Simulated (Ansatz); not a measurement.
The starting structures come from a database of crystals and need not be the phases stable at ambient conditions.

Here is the system:

```
CELL_PARAMETERS angstrom
      3.96601     0.00000     0.00000
      0.00000     8.94319     0.00000
      0.00000    -4.47159     7.74503
ATOMIC_POSITIONS crystal
  K  0.50000 0.00000 0.40413
  K  0.50000 0.59586 0.59586
  K  0.50000 0.40414 0.00000
  Nb 0.00000 0.00000 0.75299
  Nb 0.00000 0.24701 0.24701
  Nb 0.00000 0.75299 0.00000
  B  0.00000 0.33333 0.66667
  B  0.00000 0.66667 0.33333
  O  0.00000 0.68551 0.18963
  O  0.00000 0.81037 0.49589
  O  0.00000 0.50411 0.31449
  O  0.00000 0.18963 0.68551
  O  0.00000 0.49589 0.81037
  O  0.00000 0.31449 0.50411
  O  0.50000 0.00000 0.73563
  O  0.50000 0.26437 0.26436
  O  0.50000 0.73564 0.00000
  O  0.00000 0.00000 0.17792
  O  0.00000 0.82207 0.82208
  O  0.00000 0.17792 0.00000
```

Space group of this cell: P-62m. The cell is taken as given; by r2SCAN its mean pressure is -6.8 GPa.

Transport runs along the normal of the first two printed cell vectors, the (100) plane of the conventional cell.

No gap correction and no spin-orbit coupling; mid-gap values are interpolated between computed energies.

Q: Give the band gap and the smallest decay constant κ at mid-gap that r2SCAN run with Ansatz (a quantum-chemistry and plane-wave program) yields.

A: Gap 2.39 eV on a 8×4×4 mesh; κ = 0.312 1/Å, at the zone centre.
